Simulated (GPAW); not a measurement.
Input and output of a self-consistent single point for HfC (P1, 2 atoms in the cell) (GPAW).

Computed with PBEsol, GPAW PAW datasets PBEsol (made by gpaw-setup) (plane waves; GPAW).

```xyz
2
Lattice="0.0000 2.3171 2.3171 2.3171 0.0000 2.3171 2.3171 2.3171 0.0000" Properties=species:S:1:pos:R:3 pbc="T T T"
Hf     0.0126     0.0071     0.0037
C      2.3045     2.3101     2.3135
```

Reference input (self-consistent single point, DFT PBE, plane waves, GPAW PAW datasets PBE (gpaw-data 1.0.1)): mode = pw; ecut = 950 eV; xc = PBE; kpts = 10 10 10; mesh shift (steps) = 0 0 0; occupations.name = methfessel-paxton; occupations.width = 0.1 eV; occupations.order = 0; nbands = -10; convergence.forces = 0.001 eV/Å; symmetry.symmorphic = false; symmetry.tolerance = 0.0005. This run's input differs from it in these lines:

```diff
@@ -13,3 +13,3 @@
 calc = GPAW(mode={'name': 'pw', 'ecut': 950},
-            xc='PBE',
+            xc='PBEsol',
             kpts={'size': (10, 10, 10), 'gamma': True},
```

Its files differ too (potentials: GPAW PAW datasets PBEsol (made by gpaw-setup)).

Output, abridged:

```
     iter     time        total  log10-change:
                         energy   eigst   dens  force
iter:   1 --:--:--   -21.482241
iter:   2 --:--:--   -20.934126   -2.05  -0.87
iter:   3 --:--:--   -19.687590   -1.61  -0.93
iter:   4 --:--:--   -19.698346   -3.31  -1.44
iter:   5 --:--:--   -19.708652   -2.58  -1.54
iter:   6 --:--:--   -19.709271   -4.35  -2.56
iter:   7 --:--:--   -19.706679c  -3.90  -2.45
iter:   8 --:--:--   -19.706602c  -5.09  -3.06
iter:   9 --:--:--   -19.706599c  -6.11  -3.35
iter:  10 --:--:--   -19.706593c  -6.17  -3.61
iter:  11 --:--:--   -19.706593c  -7.67c -4.42c
iter:  12 --:--:--   -19.706593c  -8.68c -4.52c -2.36
iter:  13 --:--:--   -19.706593c  -9.69c -4.65c -3.17c
Converged after 13 iterations.

Dipole moment: (-0.207887, -0.116564, -0.060415) |e|*Ang

Energy contributions relative to reference atoms: (reference = -410785.337283)

Kinetic:        +19.218564
Potential:      -19.890904
External:        +0.000000
XC:             -18.632989
Entropy (-ST):   -0.001682
Local:           -0.400424
SIC:             +0.000000
--------------------------
Free energy:    -19.707434
Extrapolated:   -19.706593

Showing only first 2 kpts
 Kpt  Band  Eigenvalues  Occupancy
  0     6     11.94268    0.00000
  0     7     11.99781    0.00000
  0     8     12.31225    0.00000
  0     9     12.38488    0.00000

  1     6     10.98523    1.29481
  1     7     11.00623    1.06481
  1     8     12.72602    0.00000
  1     9     12.73885    0.00000

Fermi level: 11.01198

No gap
No difference between direct/indirect transitions
Energy (eV): -19.706593

Forces in eV/Ang:
  0 Hf   -0.21162   -0.11910   -0.06180
  1 C     0.21040    0.11844    0.06146

Stress tensor:
     0.016593     0.000406     0.000211
     0.000406     0.017417     0.000118
     0.000211     0.000118     0.017688
Stress (GPa, Voigt): [2.6584 2.7905 2.8339 0.019  0.0338 0.065 ]
```

The run converged in 13 iterations. GPAW prints stress with tension positive. Against the reference run the largest force stays at 0.251 eV/Å.

At such cutoffs GPAW's stress carries a finite-basis (Pulay) error, which enters relaxed cells too; its log prints stress with tension positive.

The starting cell comes from a database of computed structures (which also holds hypothetical and non-ambient phases and stackings), without a prior relaxation at this level. Its atoms were displaced at random from the sites of space group no. 225.

Cost on one core of a shared machine: roughly 3 min.
